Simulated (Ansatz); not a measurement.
**What uniaxial stress, 5 GPa tension along z does to ZnSnN2**

Consider ZnSnN₂ (space group Pna2_1, No. 33; a = 5.906 Å, b = 6.805 Å, c = 5.537 Å). Axes: x, y, z lie along a, b, c of the conventional cell.

One thing is altered: uniaxial stress, 5 GPa tension along z, with the cell and atoms free to relax against it.

Computed with Ansatz (a quantum-chemistry and plane-wave program) PBE, spin-orbit coupling left out. k-mesh 5×4×5 (Γ-centred); smearing 0.05 eV (Fermi–Dirac).

The volume per atom grows by 0.18 Å³ (13.91 Å³ → 14.09 Å³) and the space group is still Pna2_1 (No. 33). The shortest interatomic distance goes up by 0.0026 Å to 2.069 Å and the energy rises by 5.0 meV/atom. The band gap changes from 0.11 eV to zero (uncertain: the edges found look like a band crossing or inverted bands; the base alone) and the strain response (xx, yy, zz) is (−0.49, −0.51, +2.33) % (rough).

Final structure:

```
ZnSnN2
1.0
    5.87672     0.00000     0.00000
    0.00000     6.77015     0.00000
    0.00000     0.00000     5.66597
Zn Sn N
4 4 8
Direct
  0.58303   0.87460   0.00074
  0.41697   0.12540   0.50074
  0.91697   0.37460   0.50074
  0.08303   0.62540   0.00074
  0.58686   0.37576   0.00184
  0.41314   0.62424   0.50184
  0.91314   0.87576   0.50184
  0.08686   0.12424   0.00184
  0.58274   0.37372   0.37504
  0.41726   0.62628   0.87504
  0.91726   0.87372   0.87504
  0.08274   0.12628   0.37504
  0.58054   0.87592   0.37237
  0.41946   0.12408   0.87237
  0.91946   0.37592   0.87237
  0.08054   0.62408   0.37237
```

Cost of the whole job for the changed cell (relaxation, final SCF and bands): about 11 core-minutes (a rough figure).

Without a gap, meshes like the base's 5×4×5 leave anisotropic stresses uncertain by several tenths of a GPa, and small strain energies with them. Stability under load was not tested beyond the relaxation. All final runs are without spin polarisation. A zero or small gap of ZnSnN2 can be the functional's error rather than a property of the material.
